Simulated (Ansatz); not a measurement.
Si (diamond structure), Σ5 (210) [001] symmetric tilt. One Ge atom replaces one Si atom in a bicrystal of 68 atoms (one solute to 67 Å² of one boundary, a high coverage); atoms relaxed, cell held. Energies count from the site farthest from both boundaries, which lies only 4.9 Å away; negative means that the solute is drawn to the site. The cell is neutral, and spin is allowed where the electrons are odd. k-points: Γ-centred 2×4×1 mesh; occupations: Fermi-Dirac, 0.050 eV; spin polarisation not allowed. Scalar-relativistic, no spin-orbit coupling.

Sites tried, by distance from the nearest boundary plane (Å): 0.02, 0.75, 1.17, 1.85.

Problem. Does Ge segregate by Ansatz (a quantum-chemistry and plane-wave program) with PBE, and with what energy at each site?

Solution. 0.02 Å: -0.17 eV; 0.75 Å: -0.09 eV; 1.17 Å: -0.10 eV; 1.85 Å: -0.03 eV. The most favoured site tried binds it by 0.17 eV.
